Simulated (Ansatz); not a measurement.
# WP₂ (Cmc2₁, No. 36, 6 atoms in the cell; start mp-11328): properties by level of theory

| level (code) | bulk modulus (GPa) | cohesive energy (eV/atom) |
|---|---|---|
| LDA (Ansatz) | [?] | [?] |
| PBEsol (Ansatz) | [?] | 6.15 |
| r²SCAN (Ansatz) | 197 | 5.32 |

Question: Fill in the missing entries.

Answer: 
- LDA (Ansatz, a quantum-chemistry and plane-wave program), bulk modulus (GPa): 209
- LDA (Ansatz), cohesive energy (eV/atom): 6.85
- PBEsol (Ansatz), bulk modulus (GPa): 202

Caveats: the bulk modulus is −V dP/dV from two relaxed cells at ±2 % in volume (LDA, PBEsol, r²SCAN); the relaxation could not lower the start's symmetry, so the cell can be a saddle point above a distorted one (LDA, PBEsol, r²SCAN). Ansatz's density-functional and Hartree–Fock values are scalar-relativistic unless marked +SOC, with PAW data made under PBE.

Unless a cell is named, each level is at its own relaxed cell (LDA 14.26, PBEsol 14.47, r²SCAN 14.78 Å³/atom).

Free atoms are spin-polarised, in the lowest state found; at levels without +SOC their spin–orbit coupling is left out.

Computed values are for the static lattice.

A start named mp-… is a Materials Project structure, which need not be a measured phase.
